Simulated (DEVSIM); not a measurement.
Structure: Pt/Al2O3/SiO2/p-Si capacitor, at 300 K.

```
layer (left to right)  material  thickness (nm)  Na (cm⁻³)
---------------------  --------  --------------  ---------
1                         Al2O3            13.0          -
2                          SiO2            1.40          -
3                            Si            3800     2.3e16
```

Metal gate on the left, work function 5.6 eV. Fixed charge at the semiconductor interface 0 cm⁻² (in units of +e); no interface traps.

The device is made up for the run: typed textbook-type constants, with dimensions and the other settings drawn at random. Values at 300 K.

| parameter | Al2O3 | SiO2 | Si |
|---|---|---|---|
| gap (eV) | 6.8 | 9 | 1.124 |
| affinity (eV) | 1.35 | 0.9 | 4.05 |
| permittivity | 9 | 3.9 | 11.7 |
| Nc (cm⁻³) | - | - | 2.86e19 |
| Nv (cm⁻³) | - | - | 3.1e19 |

Simulated with DEVSIM: 1D Poisson equation in equilibrium, Boltzmann statistics, complete ionisation; no quantum confinement or tunnelling. Metal contacts follow the ideal Schottky-Mott rule: no Fermi-level pinning, no interface dipoles.

Tabulate band edges, carrier densities and field at 1.2 V on the gate.

Energies count from the Fermi level of the right contact; mesh points crowd at the junctions.

```
x (μm)    Ec (eV)  Ev (eV)  n (cm⁻³)  p (cm⁻³)  field (V/cm)
--------  -------  -------  --------  --------  ------------
0.000       3.050   -3.750     < 1e2     < 1e2         73000
0.001503    3.061   -3.739     < 1e2     < 1e2         73000
0.004762    3.085   -3.715     < 1e2     < 1e2         73000
0.009478    3.119   -3.681     < 1e2     < 1e2         73000
0.01260     3.142   -3.658     < 1e2     < 1e2         73000
0.01356     3.605   -5.395     < 1e2     < 1e2        170000
0.01430     3.617   -5.383     < 1e2     < 1e2        170000
0.01679     0.482   -0.642    2.3e11     5.1e8         55000
0.02181     0.509   -0.615    8.0e10     1.5e9         54000
0.03463     0.575   -0.549     6.3e9    1.8e10         49000
0.06485     0.707   -0.417     3.9e7    3.0e12         38000
0.1822      0.927   -0.197      7700    1.5e16          3800
0.4349      0.938   -0.186      5100    2.3e16           ≈ 0
1.031       0.938   -0.186      5100    2.3e16           ≈ 0
2.710       0.938   -0.186      5100    2.3e16           ≈ 0
3.373       0.938   -0.186      5100    2.3e16           ≈ 0
3.632       0.938   -0.186      5100    2.3e16           ≈ 0
3.742       0.938   -0.186      5100    2.3e16           ≈ 0
3.793       0.938   -0.186      5100    2.3e16           ≈ 0
3.806       0.938   -0.186      5100    2.3e16           ≈ 0
3.812       0.938   -0.186      5100    2.3e16           ≈ 0
3.814       0.938   -0.186      5100    2.3e16           ≈ 0
```
